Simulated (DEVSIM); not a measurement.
Structure: illuminated Si p-on-n cell, one wavelength, at 300 K.

| layer (left to right) | material | thickness (μm) | Nd (cm⁻³) | Na (cm⁻³) | τn (s) | τp (s) | absorption coefficient (cm⁻¹) |
|---|---|---|---|---|---|---|---|
| 1 | Si | 0.600 | - | 1.2e18 | 4.2e-6 | 2.3e-6 | 2200 |
| 2 | Si | 100 | 9.2e16 | - | 9.7e-5 | 9.7e-5 | 2200 |

Left contact: ohmic, minority electron recombination velocity 2e5 cm/s. Right contact: ohmic, minority hole recombination velocity 4000 cm/s. Voltage is applied to the left contact. Recombination: SRH at mid-gap, radiative, Auger. Gap narrowing is on: ΔEg = 6.92 meV × (l + √(l² + 0.5)), l = ln(N/1.3e17 cm⁻³), shared equally by both band edges. Light enters at the left, 7e17 photons cm⁻² s⁻¹, one pass, no reflection. Mobility is constant in doping.

This is a model device: material constants are rounded textbook-type values typed into the input, and sizes, dopings and lifetimes were drawn at random. Values at 300 K.

| parameter | Si |
|---|---|
| gap (eV) | 1.124 |
| affinity (eV) | 4.05 |
| permittivity | 11.7 |
| Nc (cm⁻³) | 2.86e19 |
| Nv (cm⁻³) | 3.1e19 |
| μn (cm²/Vs) | 1417 |
| μp (cm²/Vs) | 470 |
| B (cm³/s) | 4.7e-15 |
| Cn (cm⁶/s) | 2.8e-31 |
| Cp (cm⁶/s) | 9.9e-32 |

Simulated with DEVSIM: 1D drift-diffusion, Boltzmann statistics, complete ionisation; no tunnelling, impact ionisation, image-force lowering or self-heating.

**Question.** Tabulate band edges, carrier densities and field at zero bias, in the dark.

**Answer.** Energies count from the Fermi level of the right contact; mesh points crowd at the junctions.

```tsv
x (μm)	Ec (eV)	Ev (eV)	n (cm⁻³)	p (cm⁻³)	field (V/cm)
0.000	1.008	-0.084	330	1.2e18	≈ 0
0.03354	1.008	-0.084	330	1.2e18	≈ 0
0.1153	1.008	-0.084	330	1.2e18	≈ 0
0.2964	1.008	-0.084	330	1.2e18	≈ 0
0.5120	1.008	-0.084	330	1.2e18	≈ 0
0.5780	1.008	-0.084	330	1.2e18	-1100
0.6054	0.859	-0.262	110000	1.2e15	-140000
0.6761	0.227	-0.894	4.4e15	30000	-39000
0.8217	0.148	-0.973	9.2e16	1400	≈ 0
1.179	0.148	-0.973	9.2e16	1400	≈ 0
2.056	0.148	-0.973	9.2e16	1400	≈ 0
5.608	0.148	-0.973	9.2e16	1400	≈ 0
12.92	0.148	-0.973	9.2e16	1400	≈ 0
32.14	0.148	-0.973	9.2e16	1400	≈ 0
75.62	0.148	-0.973	9.2e16	1400	≈ 0
90.84	0.148	-0.973	9.2e16	1400	≈ 0
96.64	0.148	-0.973	9.2e16	1400	≈ 0
99.00	0.148	-0.973	9.2e16	1400	≈ 0
100.2	0.148	-0.973	9.2e16	1400	≈ 0
100.4	0.148	-0.973	9.2e16	1400	≈ 0
100.5	0.148	-0.973	9.2e16	1400	≈ 0
100.6	0.148	-0.973	9.2e16	1400	≈ 0
```
